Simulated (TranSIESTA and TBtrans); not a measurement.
Run with TranSIESTA and TBtrans (open boundaries, self-consistent; PseudoDojo norm-conserving potentials, scalar-relativistic): Spin polarized, PAO.BasisSize DZP, PAO.EnergyShift 0.15 eV, XC.Authors PBE, Mesh.Cutoff 200 Ry, ElectronicTemperature 300 K, TS.Voltage 0.0 eV, TBT.Elecs.Eta 0.001 eV.

Junction: Ag chain with one W atom in place of Ag. Leads: straight Ag chain, spacing 2.65 Å. Geometry: 3 atoms about the centre moved by SIESTA (PBE, DZP) to a largest force of 0.01 eV/Å, all others as built, motion along the axis alone.

Task: Give the largest eigenchannel transmissions at the Fermi level (four at most) and the total.

Result: Up: 1.00 (total 1.00); down: 1.00 (total 1.00). Moments were seeded on the central atoms alone, and one start was tried. The straight chain is held at its spacing; free chains may zigzag or dimerise. Spin-orbit coupling, left out here, matters for the heavy atoms.
